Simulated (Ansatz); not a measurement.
C: biaxial strain +2.08 %, plane normal [111], relaxed out of plane

Take C in the diamond structure (space group Fd-3m, No. 227; a = 3.5603 Å) as the base. Axes: x, y, z lie along the cube axes.

The change: biaxial strain +2.08 %, plane normal [111], relaxed out of plane (Cartesian); in-plane vectors clamped, the third vector and the atoms free.

Method: r2SCAN (Ansatz, a first-principles code, PAW, spin-orbit coupling left out). Γ-centred 16×16×16 mesh, Fermi–Dirac width 0.05 eV.

The volume per atom increases by 0.23 Å³, from 5.64 Å³ to 5.87 Å³ and the space group becomes R-3m (No. 166) (base: Fd-3m (No. 227)). The shortest interatomic distance falls by 0.002 Å to 1.540 Å and the energy rises by 19 meV/atom. The pressure (mean of the normal stresses, compression positive) decreases by 16.20 GPa (0.01 GPa → -16.19 GPa) and the band gap shrinks by 0.11 eV, from 4.36 eV to 4.25 eV. The gap character comes out as indirect, Γ → F–Γ (26 % along) and the smallest direct gap shrinks by 0.33 eV to 5.57 eV. The valley order (the lowest conduction-band minima on the path, energy above the VBM, named in the base's zone) goes from a point along ⟨100⟩, about 1.3 Å⁻¹ from Γ 4.36 eV to a point along [001], about 1.3 Å⁻¹ from Γ 4.25 eV; Γ 5.57 eV and the out-of-plane strain is -0.19 %. The ratio −ε⊥/ε∥ comes out as 0.09 and the mean in-plane stress (compression positive) comes out as -24.3 GPa.

Final structure (turned so that z lies along the plane normal):

```
CELL_PARAMETERS angstrom
      2.56986     0.00000     0.00000
      1.28493     2.22557     0.00000
      1.28493    -0.74186     2.05158
ATOMIC_POSITIONS crystal
  C  0.00014 0.99993 0.99978
  C  0.49986 0.25007 0.75022
```

Stability against distortions was not tested. Labels are those of the standard path for the cell's own space group.
